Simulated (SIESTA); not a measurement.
Band structure of MgAu (Pm-3m, 2 atoms in the cell).

```
MgAu
1.0
    3.23851     0.00000     0.00000
    0.00000     3.23851     0.00000
    0.00000     0.00000     3.23851
Mg Au
1 1
Direct
  0.50000   0.50000   0.50000
  0.00000   0.00000   0.00000
```

Method: GGA PBEsol, numerical atomic orbitals TZP, PseudoDojo PBEsol standard norm-conserving potentials (rewritten from UPF to PSML) run with SIESTA.

Settings: XC.functional = GGA; XC.authors = PBEsol; potentials = PseudoDojo PBEsol standard; PAO.BasisSize = TZP; PAO.EnergyShift = 0.01 Ry; MeshCutoff = 350 Ry; kgrid.MonkhorstPack = 7 7 7; OccupationFunction = MP; OccupationMPOrder = 0; ElectronicTemperature = 1160.45 K; MaxSCFIterations = 150; SCF.Mixer.Method = Broyden; SCF.Mixer.Weight = 0.1; SCF.Mixer.History = 8.

The starting cell comes from a database of computed structures (which also holds hypothetical and non-ambient phases and stackings), without a prior relaxation at this level. Its lattice was rescaled by a random factor within 2.5 % of one. Spin-orbit coupling is off. Values carry the incompleteness of an atom-centred basis.

Levels in eV from the Fermi level, bands 11 to 16:
```tsv
point	11	12	13	14	15	16
Γ	-5.82	-4.18	-4.18	-4.18	5.92	5.92
X	-4.89	-4.89	-4.58	-4.12	-2.63	10.18
M	-4.76	-4.76	-3.44	-1.48	-1.48	-0.56
R	-6.14	-3.40	-3.40	2.02	2.02	2.02
```

Bands cross the Fermi level along this path, so the cell is metallic at this level.

Higher empty bands are left out: an atom-centred basis made for the valence describes them poorly.
